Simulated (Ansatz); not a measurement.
## (Rh,Ir): Ir₃Rh

A 32-atom cell of (Rh,Ir) started in the face-centred cubic structure, site fractions Rh 0.250, Ir 0.750, short-range order 0.00 among the nearest mixed sites of the first mixed sublattice (0 is random, a negative value favours unlike neighbours), space group P1 at the end.

All values below come from PBE (plane waves to 420 eV, PAW; Ansatz, an electronic-structure program). Spin–orbit coupling is left out. Its k-point mesh 5×5×5, Fermi–Dirac width 0.05 eV.

| Item | Value |
|---|---|
| volume per atom | 14.37 Å³ |
| Ir–Ir bonds (within 1.22 times the sum of covalent radii) | 2.728 Å on average, from 2.717 to 2.735 (108) |
| Ir–Rh bonds (within 1.22 times the sum of covalent radii) | 2.731 Å on average, from 2.720 to 2.742 (72) |
| Rh–Rh bonds (within 1.22 times the sum of covalent radii) | 2.735 Å on average, from 2.725 to 2.742 (12) |

```yaml
crystal:
  lattice:
    - [-0.00044, 0.00006, 7.72025]
    - [7.71877, 0.00017, -0.00044]
    - [0.00017, 7.71881, 0.00006]
  atoms:
    - { symbol: Ir, position: [0.99980, 0.49955, 0.00091] }
    - { symbol: Ir, position: [0.99994, 0.75000, 0.25005] }
    - { symbol: Rh, position: [0.25032, 0.75030, 0.00078] }
    - { symbol: Ir, position: [0.99983, 0.00028, 0.00000] }
    - { symbol: Ir, position: [0.00042, 0.24994, 0.25003] }
    - { symbol: Ir, position: [0.00067, 0.49956, 0.49913] }
    - { symbol: Rh, position: [0.99992, 0.75041, 0.74991] }
    - { symbol: Ir, position: [0.25000, 0.24992, 0.00020] }
    - { symbol: Ir, position: [0.24986, 0.49984, 0.24999] }
    - { symbol: Ir, position: [0.24987, 0.75061, 0.49959] }
    - { symbol: Ir, position: [0.50004, 0.50014, 0.00005] }
    - { symbol: Ir, position: [0.49989, 0.75003, 0.24975] }
    - { symbol: Ir, position: [0.74974, 0.75027, 0.00053] }
    - { symbol: Ir, position: [0.00047, 0.00023, 0.49997] }
    - { symbol: Ir, position: [0.00081, 0.24996, 0.74989] }
    - { symbol: Ir, position: [0.24995, 0.00032, 0.25030] }
    - { symbol: Ir, position: [0.24979, 0.24929, 0.49964] }
    - { symbol: Rh, position: [0.25011, 0.49942, 0.74973] }
    - { symbol: Ir, position: [0.49997, 0.99994, 0.00008] }
    - { symbol: Ir, position: [0.49972, 0.25002, 0.24972] }
    - { symbol: Rh, position: [0.49913, 0.50011, 0.49961] }
    - { symbol: Ir, position: [0.50007, 0.75088, 0.75045] }
    - { symbol: Rh, position: [0.74997, 0.24955, 0.00034] }
    - { symbol: Ir, position: [0.75025, 0.50020, 0.24939] }
    - { symbol: Rh, position: [0.74988, 0.75059, 0.49921] }
    - { symbol: Ir, position: [0.25024, 0.00048, 0.74964] }
    - { symbol: Ir, position: [0.49968, 0.99990, 0.50000] }
    - { symbol: Ir, position: [0.49940, 0.24912, 0.75044] }
    - { symbol: Ir, position: [0.74993, 0.99964, 0.24985] }
    - { symbol: Rh, position: [0.75038, 0.24938, 0.49980] }
    - { symbol: Rh, position: [0.75012, 0.49991, 0.75083] }
    - { symbol: Ir, position: [0.74983, 0.00021, 0.75020] }
```
